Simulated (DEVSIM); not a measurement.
Device: InP/In0.53Ga0.47As n-p heterojunction, at 350 K.

Layer 1 from the left is InP, thickness (μm) 0.960, Nd (cm⁻³) 6e16, τn (s) 2.5e-9, τp (s) 2.5e-9. Layer 2 from the left is In0.53Ga0.47As, thickness (μm) 1.90, Na (cm⁻³) 1.1e18, τn (s) 2.5e-9, τp (s) 2.5e-9.

Left contact: ohmic. Right contact: ohmic. Voltage is applied to the left contact. Recombination: SRH at mid-gap, Auger. Mobility is constant in doping.

The device is made up for the run: typed textbook-type constants, with dimensions and the other settings drawn at random. Values at 300 K; Nc and Nv go as T^1.5, mobilities as T to minus their exponent, the gap by Varshni's rule with the affinity fixed.

InP: gap (eV) 1.344, affinity (eV) 4.38, permittivity 12.5, Nc (cm⁻³) 5.7e17, Nv (cm⁻³) 1.1e19, μn (cm²/Vs) 5200, μp (cm²/Vs) 170, T exponent of μn 2, T exponent of μp 2, Cn (cm⁶/s) 9e-31, Cp (cm⁶/s) 9e-31, Varshni α (eV/K) 0.000363, Varshni β (K) 162. In0.53Ga0.47As: gap (eV) 0.74, affinity (eV) 4.51, permittivity 13.9, Nc (cm⁻³) 2.1e17, Nv (cm⁻³) 7.7e18, μn (cm²/Vs) 12000, μp (cm²/Vs) 300, T exponent of μn 1.6, T exponent of μp 1.6, Cn (cm⁶/s) 5e-29, Cp (cm⁶/s) 5e-29, Varshni α (eV/K) 0.00035, Varshni β (K) 190.

DEVSIM, 1D drift-diffusion, Boltzmann statistics, complete ionisation; no tunnelling, impact ionisation, image-force lowering or self-heating. Band offsets follow the typed affinities; no thermionic-emission limit at abrupt steps, no polarisation charge.

Task: What does the simulation give for the dark forward voltage at 1 A/cm², the dark forward voltage at 100 A/cm², the largest field in the device at zero bias?

Result: dark forward voltage at 1 A/cm² 0.327 V; dark forward voltage at 100 A/cm² 0.467 V; largest field in the device at zero bias 100000 V/cm.
